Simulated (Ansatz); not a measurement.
**N on the 1x1 (10-10) surface of wurtzite AlN (cut with top plane Al + N), one in a 2x1 cell, started at the site 'hollow Al'**

Host crystal: wurtzite AlN, with a band gap (PBE, scalar-relativistic without spin-orbit coupling).

Computed with PBE (plane waves to 420 eV, PAW; Ansatz, a program for electronic structure).

Set-up: 33 atoms, 8.9 Å thick at the start under the adsorbate (thin: gaps and levels are the slab's own); mesh 3x4x1; 0.01 eV smearing; dipole correction on; 16 atoms held, the rest relaxed; no symmetry held; spin-polarised, ending with about 1.0 μB a cell; orders that need a larger cell were not tried, no spin-orbit, no U, no dispersion correction. At the end it is bonded to Al + N. In PBE it is, or lies within 0.03 eV of, the lowest of the starts that converged.

```yaml
energy of the end state, in which the adsorbate paired with a surface N atom, against ½ N2(g): 2.45 eV
change_of_the_step_from_the_bottom_to_the_top_vacuum_level_against_the_clean_slab: 1.07 eV
energy_released_by_relaxation: 1.88 eV
height of the binding atom over the mean of the host atoms within 0.3 Å of the top one: 1.061 Å
magnetic_moment_of_the_cell: 1.00 μB
largest_move_of_a_host_atom: 0.53 Å
note: in the relaxation the adsorbate left its starting site by 0.8 Å
cost: about 12 core-minutes (a rough figure)
```

A negative adsorption energy means that the adsorbate is more stable on the surface than in its reference.
